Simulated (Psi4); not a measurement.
Psi4 1.11, B3LYP/def2-svp, scf_type pk: B(Cl)2(nBu) (CCCCB(Cl)Cl), 16 atoms. The geometry is a generated start, not checked to be a minimum at this level.

| Property | Value |
|---|---|
| task | energy |
| method | b3lyp |
| basis | def2-svp |
| scf_type | pk |
| guess | auto, which took SAD (default) |
| diis_max_vecs | 10 (default) |
| scf_initial_accelerator | adiis (default) |
| e_convergence | 1e-06 (default) |
| d_convergence | 1e-06 (default) |
| dft_radial_points | 75 (default) |
| dft_spherical_points | 302 (default) |
| basis functions | 151 |
| grid points | 336358 |

On 4 threads. Build: conda-forge: OpenMP (LLVM), MKL, Libint2. Single runs; times are not shown.

Values of memory tried: 8 GB, 4 GB, 2 GB, 1 GB, 0.5 GB, 0.3 GB.

Task: What happens as the memory setting falls?

Result: It runs down to 0.3 GB, the lowest tried, with the same result. At 8 GB: SCF: PK in core. From 1 GB down: SCF: PK on disk.

| memory | path | peak memory |
|---|---|---|
| 8 GB | SCF: PK in core | 2.3 GiB |
| 4 GB | SCF: PK in core | 1.5 GiB |
| 2 GB | SCF: PK in core | 1.4 GiB |
| 1 GB | SCF: PK on disk | 0.99 GiB |
| 0.5 GB | SCF: PK on disk | 0.56 GiB |
| 0.3 GB | SCF: PK on disk | 0.44 GiB |

Peak memory is the kernel's count for the largest process, libraries included and scratch files not. The peak passes the setting at 1 GB, 0.5 GB, 0.3 GB: it is no hard cap.
